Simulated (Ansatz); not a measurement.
```
CELL_PARAMETERS angstrom
     -2.93676     2.93676     5.48692
      2.93676    -2.93676     5.48692
      2.93676     2.93676    -5.48692
ATOMIC_POSITIONS crystal
  Cd 0.00000 0.00000 0.00000
  Cd 0.75000 0.25000 0.50000
  Ge 0.50000 0.50000 0.00000
  Ge 0.25000 0.75000 0.50000
  As 0.87500 0.85073 0.47573
  As 0.14927 0.62500 0.02427
  As 0.37500 0.39927 0.52427
  As 0.60073 0.12500 0.97573
```

No spin polarisation.

Method: LDA (Ansatz, an electronic-structure program; PAW; 420 eV plane waves; no spin-orbit coupling). Settings: 8×8×8 k-points, 0.05 eV Fermi–Dirac smearing.

Task: Predict the stress and space group.

Result: The stress (xx, yy, zz, yz, xz, xy; compression positive) is (1.28, 1.28, 2.01, 0.00, 0.00, 0.00) GPa and the space group is I-42d (No. 122).

The cells carry an imposed strain or load. Stability against distortions was not tested. The cell was made from CdGeAs2 in the chalcopyrite structure (space group I-42d, No. 122) by this change: uniaxial strain ε_zz = −2.25 %.
